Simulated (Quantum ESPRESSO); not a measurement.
Input and output of a self-consistent single point for SrIr2 (Fd-3m, 6 atoms in the cell) (Quantum ESPRESSO).

Computed with PBEsol, GBRV 1.5 ultrasoft (PBESOL) pseudopotentials (plane waves; Quantum ESPRESSO 7.5).

```yaml
crystal:
  lattice:
    - [-3.82390, 0.00000, 3.82390]
    - [0.00000, 3.82390, 3.82390]
    - [-3.82390, 3.82390, 0.00000]
  atoms:
    - { symbol: Sr, position: [0.25000, 0.25000, 0.25000] }
    - { symbol: Sr, position: [0.00000, 0.00000, 0.00000] }
    - { symbol: Ir, position: [0.62500, 0.12500, 0.62500] }
    - { symbol: Ir, position: [0.62500, 0.62500, 0.62500] }
    - { symbol: Ir, position: [0.12500, 0.62500, 0.62500] }
    - { symbol: Ir, position: [0.62500, 0.62500, 0.12500] }
```

Reference input (self-consistent single point, DFT, LDA (PZ), plane waves, GBRV 1.5 ultrasoft (LDA) pseudopotentials): ecutwfc = 40 Ry; ecutrho = 320 Ry; occupations = smearing; smearing = gauss; degauss = 0.0099958 Ry; potentials = {Sr: sr_lda_v1.uspp.F.UPF, Ir: ir_lda_v1.2.uspp.F.UPF}; K_POINTS = automatic 9 9 9 0 0 0; conv_thr = 1e-10 Ry; mixing_beta = 0.7. This run's input differs from it in these lines:

```diff
@@ -24,4 +24,4 @@
 ATOMIC_SPECIES
-Sr    87.6200  sr_lda_v1.uspp.F.UPF
-Ir   192.2170  ir_lda_v1.2.uspp.F.UPF
+Sr    87.6200  sr_pbesol_v1.uspp.F.UPF
+Ir   192.2170  ir_pbesol_v1.2.uspp.F.UPF
 ATOMIC_POSITIONS crystal
```

The program printed (abridged):

```
     Self-consistent Calculation

     iteration #  1     ecut=    40.00 Ry     beta= 0.70

     negative rho (up, down):  1.294E+00 0.000E+00

     total energy              =    -863.21361845 Ry
     estimated scf accuracy    <       6.59155938 Ry

     iteration #  2     ecut=    40.00 Ry     beta= 0.70

     negative rho (up, down):  1.431E+00 0.000E+00

     total energy              =    -865.00462025 Ry
     estimated scf accuracy    <      12.97093295 Ry

     iteration #  3     ecut=    40.00 Ry     beta= 0.70

     negative rho (up, down):  1.421E+00 0.000E+00

     total energy              =    -866.77815510 Ry
     estimated scf accuracy    <       0.30707618 Ry

   [... 7 blocks of this kind left out ...]

     iteration # 11     ecut=    40.00 Ry     beta= 0.70

     negative rho (up, down):  1.409E+00 0.000E+00

     total energy              =    -866.86321450 Ry
     estimated scf accuracy    <          2.8E-09 Ry

     iteration # 12     ecut=    40.00 Ry     beta= 0.70

     negative rho (up, down):  1.409E+00 0.000E+00
     End of self-consistent calculation

     the Fermi energy is    16.8961 ev

!    total energy              =    -866.86321450 Ry
     estimated scf accuracy    <          2.5E-11 Ry
     smearing contrib. (-TS)   =      -0.00457197 Ry
     internal energy E=F+TS    =    -866.85864253 Ry

     convergence has been achieved in  12 iterations

     negative rho (up, down):  1.409E+00 0.000E+00

     Forces acting on atoms (cartesian axes, Ry/au):

     atom    1 type  1   force =    -0.00000000   -0.00000000   -0.00000000
   [... zero for the other atoms too ...]

     Total force =     0.000000     Total SCF correction =     0.000000

     negative rho (up, down):  1.409E+00 0.000E+00
          total   stress  (Ry/bohr**3)                   (kbar)     P=      -10.44
  -0.00007098  -0.00000000  -0.00000000          -10.44       -0.00       -0.00
  -0.00000000  -0.00007098   0.00000000           -0.00      -10.44        0.00
   0.00000000   0.00000000  -0.00007098            0.00        0.00      -10.44

   JOB DONE.
```

The run converged in 12 iterations. Against the reference run the pressure goes from -4.80 to -1.04 GPa.

The starting cell comes from a database of computed structures (which also holds hypothetical and non-ambient phases and stackings), without a prior relaxation at this level. Its lattice was rescaled by a random factor within 2.5 % of one. Spin polarisation is off.

Cost on one core of a shared machine: roughly 5 min.
